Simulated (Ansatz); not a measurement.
Base system: Pt in the fcc (Cu type) structure (space group Fm-3m, No. 225; a = 3.942 Å; relaxed with 0.1 eV smearing). Axes: x, y, z lie along the cube axes.

Level of theory: DFT with r2SCAN, PAW potentials and a 500 eV plane-wave cutoff in Ansatz (a program for electronic structure), no spin-orbit coupling.

Strains are applied to the cell and any free atomic positions relax.

One change was made to it. Results:

| quantity | base | after |
|---|---|---|
| pressure (mean of the normal stresses, compression positive) | 0.0 GPa | -2.6 GPa |
| energy relative to the base (free energy F) | 0 meV/atom | +1.6 meV/atom |
| band gap | zero | zero |

Task: Which change produced these results?
A. uniaxial strain ε_zz = +3.00 %
B. uniaxial strain ε_zz = +2.50 %
C. uniaxial strain ε_zz = +1.00 %
D. uniaxial strain ε_zz = +0.50 %

Result: C, uniaxial strain ε_zz = +1.00 %. For comparison, the pressure in the other runs: uniaxial strain ε_zz = +3.00 % gives -7.3 GPa; uniaxial strain ε_zz = +0.50 % gives -1.3 GPa; uniaxial strain ε_zz = +2.50 % gives -6.2 GPa.

No phonon test of stability was made. All final runs are without spin polarisation. Pt lies near a magnetic instability that expansion can trigger; it was not tested.
